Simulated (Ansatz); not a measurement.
Input:

Host crystal: monoclinic HfO2, with a band gap (PBE, scalar-relativistic without spin-orbit coupling).

End structure of As on a O site (middle of the slab) in a 2x1 cell of the 1x1 (100) surface of monoclinic HfO2 (cut with top plane 2 O):

```
CELL_PARAMETERS angstrom
     10.42402     0.00000     0.00000
      0.00000     5.35246     0.00000
      0.00000     0.00000    28.50000
ATOMIC_POSITIONS crystal
  O  0.09314 0.86339 0.33630
  O  0.59314 0.86339 0.33630
  O  0.15686 0.36339 0.33630
  O  0.65686 0.36339 0.33630
  Hf 0.03504 0.15199 0.37233
  Hf 0.52901 0.17669 0.37094
  Hf 0.21328 0.64836 0.37465
  Hf 0.71351 0.66094 0.37119
  O  0.35879 0.95256 0.39921
  O  0.86340 0.88910 0.40199
  O  0.39669 0.47412 0.38446
  O  0.87808 0.38970 0.40258
  O  0.11743 0.40597 0.42588
  O  0.62062 0.43892 0.42290
  O  0.10913 0.90967 0.42467
  O  0.62363 0.95110 0.42256
  Hf 0.24951 0.11059 0.46111
  Hf 0.76952 0.16630 0.45276
  Hf 0.47981 0.69874 0.44035
  Hf 0.96212 0.65528 0.45335
  As 0.28191 0.59290 0.48535
  O  0.81399 0.49311 0.48937
  O  0.42317 0.04236 0.48660
  O  0.90444 0.98283 0.49092
  O  0.04294 0.62330 0.52360
  O  0.56005 0.65950 0.51227
  O  0.14562 0.12845 0.52295
  O  0.65688 0.14938 0.51574
  Hf 0.99541 0.96419 0.55650
  Hf 0.50529 0.98775 0.55020
  Hf 0.18417 0.46725 0.56485
  Hf 0.69822 0.48341 0.54988
  O  0.34081 0.70992 0.58286
  O  0.84147 0.71208 0.58232
  O  0.35025 0.20923 0.58120
  O  0.85128 0.21275 0.58213
  O  0.08564 0.23203 0.61209
  O  0.59244 0.25633 0.60120
  O  0.09982 0.73954 0.61079
  O  0.60085 0.75358 0.60233
  Hf 0.26391 0.98716 0.63397
  Hf 0.75157 0.99115 0.63098
  Hf 0.44141 0.49452 0.63099
  Hf 0.92572 0.48661 0.63514
  O  0.32152 0.29065 0.66826
  O  0.80145 0.28582 0.66963
  O  0.38829 0.78905 0.66949
  O  0.86520 0.78484 0.66999
```

Slab: 48 atoms, 9.3 Å thick at the start (thin: gaps and levels are the slab's own); k 2x4x1, smearing 0.01 eV, dipole-corrected; 4 atoms held, the rest relaxed; no symmetry held; spin-polarised, ending with about 1.0 μB a cell; orders that need a larger cell were not tried, no spin-orbit, no U.

Q: What is the computed change of the step from the bottom to the top vacuum level, against the clean slab (PBE in Ansatz, a program for electronic structure)?

A: -0.17 eV

Q: What is the computed highest filled level below the top vacuum level (PBE)?

A: 5.46 eV

Q: What gap of the slab on its k-mesh does PBE give?

A: 0.48 eV

Q: Predict the formation energy against rhombohedral As, ½ O2(g) from PBE.

A: 197.0 kcal/mol
